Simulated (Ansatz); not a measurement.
Levels about the gap of amorphous Si36O75H6 (117 atoms in a cell of 1741 Å³, 2.11 g/cm³; zone centre alone, so wide bands show as single levels with stretches between that a denser mesh fills), at the geometry that PBE relaxed, where it gives -0.1 GPa on a denser mesh. The participation number counts the atoms over which a state spreads; weights are charges in smoothed Voronoi cells. The levels come from a single point, so bond lengths are those of that geometry. Method of the levels: PBE, scalar-relativistic without spin-orbit coupling (Ansatz, a quantum-chemistry and plane-wave program). Sampling: the zone centre alone; Fermi-Dirac width 0.02 eV; no spin polarisation. At PBE the levels at the filled edge of the gap are localised (band-tail or defect states), and the nearest spread-out levels lie 5.5 eV apart at the zone centre.

The cell was made by melting and quenching with the CHGNet potential and then relaxed with DFT. O atoms were pushed apart under 1.9 Å during the dynamics, to hinder bonds among them. The hot cell started wider than the set density and was brought back towards it in steps. It is the lowest in DFT energy of 4 quenches. It is a model cell: composition and starting density were chosen by hand, and all elements were melted together. No dispersion term was used. Its density started from a set value of 2.12 and ended at 2.11 g/cm³. The quench (nominally 180 K/ps over its main leg) was far faster than any real one, so the model tends to hold more defects than a real film. Values belong to this one cell and scatter from quench to quench. The volume was held where the preparation left it and the shape relaxed, at a PBE pressure of -0.1 GPa (tension).

```tsv
E - E(highest filled), eV	filling	participation number	largest on	weight O	weight Si	weight H
-0.49	filled	27.3	O, 2 neighbours	0.96	0.03	0.01
-0.47	filled	33.2	O, 2 neighbours	0.95	0.03	0.01
-0.43	filled	7.7	O, 2 neighbours	0.94	0.03	0.03
-0.35	filled	10.1	O, 2 neighbours	0.95	0.03	0.02
-0.21	filled	3.0	O, 2 neighbours	0.91	0.03	0.06
-0.15	filled	6.2	O, 2 neighbours	0.91	0.03	0.05
0.00	filled	6.0	O, 2 neighbours	0.91	0.03	0.05
5.04	empty	103.8	O, 2 neighbours	0.69	0.25	0.06
6.23	empty	39.9	O, 2 neighbours	0.67	0.28	0.04
6.44	empty	66.0	O, 2 neighbours	0.68	0.28	0.04
6.49	empty	63.1	O, 2 neighbours	0.69	0.28	0.02
6.55	empty	62.6	H, 1 neighbours	0.65	0.25	0.10
6.64	empty	66.6	O, 2 neighbours	0.73	0.25	0.02
6.72	empty	59.6	H, 1 neighbours	0.66	0.21	0.13
```

Most localised among these is the filled level at -0.21 eV, on a O atom, which has 2 neighbours (H 0.99 Å, Si 1.62 Å).
